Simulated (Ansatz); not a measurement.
The starting structures come from a database of crystals and need not be the phases stable at ambient conditions.

Data:

```xyz
10
Lattice="5.3790 0.0000 0.0000 2.6895 5.0115 0.0000 2.6895 1.4434 4.4291" Properties=species:S:1:pos:R:3 pbc="T T T"
Zn     5.3790     5.0560     1.6187
Zn     5.3790     1.3989     2.8105
Sn     2.6895     2.9734     0.6642
Sn     8.0685     3.4815     3.7649
O      6.2238     3.8028     0.2214
O      4.5343     2.6521     4.2077
O      6.4434     4.8274     3.3655
O      4.3146     1.6275     1.0637
O      3.4699     4.3740     1.9743
O      7.2882     2.0809     2.4548
```

Space group of this cell: R-3. The cell is taken as given; by PBEsol its mean pressure is -6.9 GPa.

The current runs along the normal of the first two printed vectors, the (101) plane. All runs by Ansatz (an electronic-structure program), plane waves and PAW, without spin-orbit coupling; the base is PBEsol.

```csv
run,mean pressure (GPa),gap (eV),mid-gap κ (1/Å)
base,-6.9,1.20,0.138
all lengths scaled by 0.98,3.7,1.63,0.171
all lengths scaled by 1.02,-14.7,0.82,0.106
lda in place of pbesol,-12.2,1.18,0.137
"lengths across the current scaled by 0.98, ions clamped",-0.3,___,___
"lengths across the current scaled by 1.02, ions clamped",-12.2,___,___
"lengths along the current scaled by 0.97, ions clamped",-1.6,___,___
"lengths along the current scaled by 1.03, ions clamped",-11.2,0.97,0.124
```

Problem. What belongs in the gaps?

Solution. 
- lengths across the current scaled by 0.98, ions clamped, gap (eV): 1.45
- lengths across the current scaled by 0.98, ions clamped, mid-gap κ (1/Å): 0.161
- lengths across the current scaled by 1.02, ions clamped, gap (eV): 0.93
- lengths across the current scaled by 1.02, ions clamped, mid-gap κ (1/Å): 0.115
- lengths along the current scaled by 0.97, ions clamped, gap (eV): 1.39
- lengths along the current scaled by 0.97, ions clamped, mid-gap κ (1/Å): 0.152
